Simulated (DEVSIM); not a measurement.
System: abrupt GaAs p-n junction, at 250 K.

| layer (left to right) | material | thickness (μm) | Nd (cm⁻³) | Na (cm⁻³) | τn (s) | τp (s) |
|---|---|---|---|---|---|---|
| 1 | GaAs | 0.220 | - | 6.3e16 | 1.4e-8 | 1.4e-8 |
| 2 | GaAs | 1.90 | 6.5e14 | - | 1.4e-8 | 1.4e-8 |

Left contact: ohmic. Right contact: ohmic. Voltage is applied to the left contact. Recombination: SRH at mid-gap. Mobility is μmin + (μ − μmin)/(1 + (N/Nref)^α).

The device is made up for the run: typed textbook-type constants, with dimensions and the other settings drawn at random. Values at 300 K; Nc and Nv go as T^1.5, mobilities as T to minus their exponent, the gap by Varshni's rule with the affinity fixed.

| parameter | GaAs |
|---|---|
| gap (eV) | 1.424 |
| affinity (eV) | 4.07 |
| permittivity | 12.9 |
| Nc (cm⁻³) | 4.7e17 |
| Nv (cm⁻³) | 9e18 |
| μn (cm²/Vs) | 8500 |
| μp (cm²/Vs) | 400 |
| μn,min | 500 |
| μp,min | 20 |
| Nref,n | 6e16 |
| Nref,p | 1.5e17 |
| αn | 0.39 |
| αp | 0.38 |
| T exponent of μn | 2.1 |
| T exponent of μp | 2.2 |
| Varshni α (eV/K) | 0.000541 |
| Varshni β (K) | 204 |

Model (solved in DEVSIM): 1D drift-diffusion, Boltzmann statistics, complete ionisation; no tunnelling, impact ionisation, image-force lowering or self-heating.

The temperature was swept, all else fixed.

| temperature (K) | dark forward voltage at 100 A/cm² (V) | dark forward voltage at 1 A/cm² (V) | largest field in the device at zero bias (V/cm) | potential step across the device at zero bias (V) |
|---|---|---|---|---|
| 250 | 1.167 | 1.052 | 17000 | 1.209 |
| 300 | 1.081 | 0.941 | 17000 | 1.126 |
| 350 | 0.993 | 0.829 | 18000 | 1.039 |
| 400 | 0.903 | 0.714 | 18000 | 0.950 |
| 450 | 0.813 | 0.597 | 19000 | 0.858 |
| 500 | 0.721 | 0.479 | 19000 | 0.765 |

From the first row to the last the dark forward voltage at 100 A/cm² goes from 1.167 to 0.721. From the first row to the last the dark forward voltage at 1 A/cm² goes from 1.052 to 0.479.
